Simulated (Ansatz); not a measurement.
Phonon-limited transport in metals: CoSi₂ (Fm-3m) under several functionals (Ansatz, a program for electronic structure, without spin-orbit coupling). The PBE cell:

Space group Fm-3m (No. 225); a = b = c = 5.3593 Å, α = β = γ = 90.00°

```csv
atom,site,symmetry,x,y,z
Co,4a,m-3m,0.0000,0.0000,0.0000
Si,8c,-43m,0.2500,0.2500,0.2500
```
(The calculation used a cell of 3 atoms; values per cell refer to that cell.)

```
Functional  cell relaxed with  volume (Å³/atom)  resistivity at 300 K  mean free path at 300 K  electron-phonon coupling λ  logarithmic mean phonon energy
----------  -----------------  ----------------  --------------------  -----------------------  --------------------------  ------------------------------
PBE                       PBE             12.83            10.2 μΩ·cm                   9.8 nm                        0.40                          25 meV
PBEsol                 PBEsol             12.49             9.1 μΩ·cm                  10.8 nm                        0.38                          26 meV
```

For the resistivity at 300 K, PBE gives 10.2 μΩ·cm and PBEsol 9.1 μΩ·cm: PBE lies 12 % above.

Metals; harmonic phonons alone scatter; means over directions. The mean free path is weighted by the current that each state carries. Halving the electron mesh moves these values by up to 2 %; q meshes are mostly untested. Spin-orbit coupling is left out.

Treated as nonmagnetic (a ferromagnetic start lost its moment, other orders weren't tried): CoSi2 (Fm-3m).
